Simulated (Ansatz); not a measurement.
Be: response to strain

Base system: Be in the hcp (Mg type) structure (space group P6_3/mmc, No. 194; a = 2.2552 Å, c = 3.5580 Å; relaxed with 0.1 eV smearing). Axes: x lies along a and z along c of the hexagonal cell.

Strains are applied to the cell and any free atomic positions relax.

Method: PBEsol (Ansatz, a quantum-chemistry and plane-wave program), no spin-orbit coupling.

Notes on the quantities. energy relative to the base: free energy F.

| variant | energy relative to the base | shortest interatomic distance |
|---|---|---|
| base | 0 meV/atom | 4.166 bohr |
| uniaxial strain ε_xx = −3.00 % | +7.8 meV/atom | 4.134 bohr |
| uniaxial strain ε_xx = −2.50 % | +5.3 meV/atom | 4.148 bohr |
| uniaxial strain ε_xx = −1.50 % | +1.9 meV/atom | 4.155 bohr |
| uniaxial strain ε_xx = −0.50 % | +0.2 meV/atom | 4.162 bohr |
| uniaxial strain ε_xx = +0.50 % | +0.2 meV/atom | 4.168 bohr |
| uniaxial strain ε_xx = +1.00 % | ___ | ___ |
| uniaxial strain ε_xx = +2.00 % | +2.9 meV/atom | 4.181 bohr |
| uniaxial strain ε_xx = +2.50 % | +4.5 meV/atom | 4.184 bohr |
| uniaxial strain ε_xx = +3.00 % | +6.3 meV/atom | 4.188 bohr |

### Question
Complete the table.

### Answer

- uniaxial strain ε_xx = +1.00 %, energy relative to the base: +0.8 meV/atom
- uniaxial strain ε_xx = +1.00 %, shortest interatomic distance: 4.173 bohr

Stability against distortions was not tested.
